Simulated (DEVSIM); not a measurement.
Device: Cr/HfO2/p-Si capacitor, at 250 K.

```csv
layer (left to right),material,thickness (nm),Na (cm⁻³)
1,HfO2,15.0,-
2,Si,3100,3.5e16
```

Metal gate on the left, work function 4.5 eV. Fixed charge at the semiconductor interface -1e10 cm⁻² (in units of +e); interface traps 3e11 cm⁻² eV⁻¹, uniform in energy, neutral level at 0.5 of the gap above the valence band.

Constants are typed, rounded textbook-type inputs, not results; the design itself was drawn at random and stands for no fabricated device. Values at 300 K; Nc and Nv go as T^1.5, mobilities as T to minus their exponent, the gap by Varshni's rule with the affinity fixed.

| parameter | HfO2 | Si |
|---|---|---|
| gap (eV) | 5.7 | 1.124 |
| affinity (eV) | 2.5 | 4.05 |
| permittivity | 22 | 11.7 |
| Nc (cm⁻³) | - | 2.86e19 |
| Nv (cm⁻³) | - | 3.1e19 |
| Varshni α (eV/K) | - | 0.000473 |
| Varshni β (K) | - | 636 |

Model (solved in DEVSIM): 1D Poisson equation in equilibrium, Boltzmann statistics, complete ionisation; no quantum confinement or tunnelling. Metal contacts follow the ideal Schottky-Mott rule: no Fermi-level pinning, no interface dipoles.

Question: Tabulate band edges, carrier densities and field at 0.0 V on the gate.

Answer: Energies count from the Fermi level of the right contact; mesh points crowd at the junctions.

| x (μm) | Ec (eV) | Ev (eV) | n (cm⁻³) | p (cm⁻³) | field (V/cm) |
|---|---|---|---|---|---|
| 0.000 | 2.000 | -3.700 | < 1e2 | < 1e2 | 40000 |
| 0.001359 | 2.005 | -3.695 | < 1e2 | < 1e2 | 40000 |
| 0.004214 | 2.017 | -3.683 | < 1e2 | < 1e2 | 40000 |
| 0.009109 | 2.036 | -3.664 | < 1e2 | < 1e2 | 40000 |
| 0.01346 | 2.054 | -3.646 | < 1e2 | < 1e2 | 40000 |
| 0.01491 | 2.060 | -3.640 | < 1e2 | < 1e2 | 40000 |
| 0.01629 | 0.519 | -0.617 | 7.5e8 | 8600000 | 70000 |
| 0.02107 | 0.552 | -0.584 | 1.6e8 | 4.0e7 | 68000 |
| 0.03015 | 0.611 | -0.525 | 1.0e7 | 6.2e8 | 63000 |
| 0.05187 | 0.735 | -0.402 | 34000 | 1.9e11 | 51000 |
| 0.09959 | 0.916 | -0.220 | < 1e2 | 8.7e14 | 25000 |
| 0.2674 | 0.996 | -0.140 | < 1e2 | 3.5e16 | 17 |
| 0.5855 | 0.996 | -0.140 | < 1e2 | 3.5e16 | ≈ 0 |
| 1.347 | 0.996 | -0.140 | < 1e2 | 3.5e16 | ≈ 0 |
| 2.495 | 0.996 | -0.140 | < 1e2 | 3.5e16 | ≈ 0 |
| 2.841 | 0.996 | -0.140 | < 1e2 | 3.5e16 | ≈ 0 |
| 2.998 | 0.996 | -0.140 | < 1e2 | 3.5e16 | ≈ 0 |
| 3.064 | 0.996 | -0.140 | < 1e2 | 3.5e16 | ≈ 0 |
| 3.098 | 0.996 | -0.140 | < 1e2 | 3.5e16 | ≈ 0 |
| 3.108 | 0.996 | -0.140 | < 1e2 | 3.5e16 | ≈ 0 |
| 3.113 | 0.996 | -0.140 | < 1e2 | 3.5e16 | ≈ 0 |
| 3.115 | 0.996 | -0.140 | < 1e2 | 3.5e16 | ≈ 0 |
